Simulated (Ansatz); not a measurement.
## Zr2N: response to strain

The reference is Zr$_{2}$N in the anti-rutile structure (space group P4_2/mnm, No. 136; a = 5.3678 Å, c = 3.2739 Å; a cell from a computed database, its experimental status unchecked). Axes: x, y, z lie along a, b, c of the conventional cell.

Strains are applied to the cell and any free atomic positions relax.

Computed with PBEsol (Ansatz, a first-principles code, PAW, scalar-relativistic without spin-orbit coupling).

Notes on the quantities. energy relative to the base: free energy F; pressure: mean of the normal stresses, compression positive.

```json
[
 {"case": "base", "energy relative to the base": "0 meV/atom", "space group": "P4_2/mnm (No. 136)", "shortest interatomic distance": "2.248 Å", "pressure": "0.0 GPa"},
 {"case": "uniaxial strain ε_yy = +0.89 %", "energy relative to the base": "+0.9 meV/atom", "space group": "Pnnm (No. 58)", "shortest interatomic distance": "2.256 Å", "pressure": "-1.6 GPa"},
 {"case": "uniaxial strain ε_zz = +0.75 %", "energy relative to the base": "+1.0 meV/atom", "space group": "P4_2/mnm (No. 136)", "shortest interatomic distance": "2.248 Å", "pressure": "-1.4 GPa"},
 {"case": "uniaxial strain ε_zz = +3.50 %", "energy relative to the base": "+21 meV/atom", "space group": "P4_2/mnm (No. 136)", "shortest interatomic distance": "2.246 Å", "pressure": "-6.2 GPa"},
 {"case": "tensor shear ε_xy = +0.92 %", "energy relative to the base": "+2.2 meV/atom", "space group": "Cmmm (No. 65)", "shortest interatomic distance": "2.229 Å", "pressure": "0.1 GPa"}
]
```

Without a gap, meshes like the base's 9×9×14 leave anisotropic stresses uncertain by several tenths of a GPa, and small strain energies with them. No phonon test of stability was made. All final runs are without spin polarisation.
